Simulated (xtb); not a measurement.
xtb 6.7.1, GFN2-xTB: Cc1cccc(C)c1B(c1scc2c1OCCO2)c1c2ccccc2cc2ccccc12, 55 atoms. The geometry is a generated start, not checked to be a minimum at this level.

```
Quantity                  Result
-----------------  -------------
run flags                 --grad
method                  GFN2-xTB
--acc                1 (default)
--etemp (K)        300 (default)
basis functions              157
valence electrons            156
```

One run each on 1 thread. Values of broydamp tried: 0.02, 0.05, 0.1, 0.2, 0.4 (default), 0.6, 0.8, 1.

**Question.** Predict the course of the SCC iterations along this series.

**Answer.** Fewest SCC iterations, within one of each other: 0.2 with 14, 0.4 (default) with 13. The count rises to 24 at 0.02. All converge to one solution.

```json
[
 {"broydamp": "0.02", "SCC iterations": "24", "end": "same solution"},
 {"broydamp": "0.05", "SCC iterations": "21", "end": "same solution"},
 {"broydamp": "0.1", "SCC iterations": "17", "end": "same solution"},
 {"broydamp": "0.2", "SCC iterations": "14", "end": "same solution"},
 {"broydamp": "0.4 (default)", "SCC iterations": "13", "end": "same solution"},
 {"broydamp": "0.6", "SCC iterations": "15", "end": "same solution"},
 {"broydamp": "0.8", "SCC iterations": "20", "end": "same solution"},
 {"broydamp": "1", "SCC iterations": "22", "end": "same solution"}
]
```
